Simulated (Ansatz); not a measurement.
A self-consistent single point of YRh (Pm-3m, 2 atoms in the cell) with Ansatz (a first-principles code).

Computed with LDA (PW92), default PAW files made with PBE (plane waves; Ansatz).

```
YRh
1.0
    3.41785     0.00000     0.00000
    0.00000     3.41785     0.00000
    0.00000     0.00000     3.41785
Y Rh
1 1
Cartesian
  1.70893   1.70893   1.70893
  0.00000   0.00000   0.00000
```

Reference input (self-consistent single point, DFT, LDA (PW92), plane waves, default PAW files made with PBE): basis.ecutwfc = 420 eV; kpoints.mp_grid.grid = 10 10 10; hamiltonian.xc = lda; hamiltonian.pseudopotentials = {kind: paw} (the program's default PAW files); scf.occupations.method = fermi_dirac; scf.occupations.width = 0.1 eV. This run's input differs from it in these lines:

Ansatz 0.2 input:
```diff
@@ -12,3 +12,3 @@
 kpoints:
-  mp_grid: { grid: [10, 10, 10] }
+  mp_grid: { grid: [13, 13, 13] }
 hamiltonian:
```

The program printed (abridged):

```
SCF iter   1: F=—  HF=-10025.835666 eV  |F-HF|=—  |Δ(HF+E_count)|=         —  Δρ=1.15e-2  dr2=6.33e-2  ethr=1.77e-3  ⟨swp⟩=4.5  Hψ=6199  notcnv=0
all-band conjugate gradients solve this SCF's bands
preconditioner: auto → none
SCF iter   2: F=—  HF=-10025.831971 eV  |F-HF|=—  |Δ(HF+E_count)|=   3.70e-3  Δρ=6.68e-3  dr2=2.44e-2  ethr=2.26e-4  ⟨swp⟩=1.0  Hψ=2184  notcnv=0
SCF iter   3: F=—  HF=-10025.828983 eV  |F-HF|=—  |Δ(HF+E_count)|=   2.99e-3  Δρ=9.56e-4  dr2=3.01e-4  ethr=8.73e-5  ⟨swp⟩=1.7  Hψ=1574  notcnv=0
SCF iter   4: F=—  HF=-10025.828954 eV  |F-HF|=—  |Δ(HF+E_count)|=   2.99e-5  Δρ=2.63e-4  dr2=1.54e-5  ethr=1.07e-6  ⟨swp⟩=2.4  Hψ=2312  notcnv=0
SCF iter   5: F=—  HF=-10025.828949 eV  |F-HF|=—  |Δ(HF+E_count)|=   4.42e-6  Δρ=4.80e-5  dr2=5.12e-7  ethr=5.49e-8  ⟨swp⟩=2.5  Hψ=2362  notcnv=0
SCF iter   6: F=-10025.828949 eV  HF=-10025.828949 eV  |F-HF|=2.05e-9  |Δ(HF+E_count)|=   6.82e-8  Δρ=5.93e-6  dr2=6.14e-9  ethr=3.57e-10  ⟨swp⟩=5.0  Hψ=6211  notcnv=0
SCF 1 converged in 6 iterations: F = -10025.828949 eV  dr2 = 6.14e-9
Free energy (F): -10025.828949 eV
Internal energy: -10025.800545 eV  (E = F + TS)
E sigma→0 (E₀):  -10025.814747 eV
Entropy (-TS):   -0.028404 eV (-14.202 meV/atom)
Fermi energy:    15.129268 eV
--- Forces (eV/Å), atoms counted from 1 ---
  atom   1  Y      0.00000000    -0.00000000    -0.00000000
  atom   2  Rh    -0.00000000     0.00000000     0.00000000
--- Stress (GPa, compression-positive) ---
       -6.857383       0.000000       0.000000
        0.000000      -6.857383       0.000000
        0.000000       0.000000      -6.857383
  P = ⅓ Tr σ = -6.8574 GPa (-68.574 kbar)
  The stress holds the Pulay correction. Without it, at fixed plane waves, as pw.x and ABINIT print it: P = -6.8799 GPa
```

The run converged in 6 iterations. Against the reference run the free energy goes down by 5.9 meV/atom and the pressure hardly changes (-6.84 to -6.86 GPa).

The starting cell comes from a database of computed structures (which also holds hypothetical and non-ambient phases and stackings), without a prior relaxation at this level. Spin polarisation is off. With a pressure of about -7 GPa the cell is away from its equilibrium volume at this level. Ansatz's pressure includes its estimate of the finite-basis (Pulay) stress.
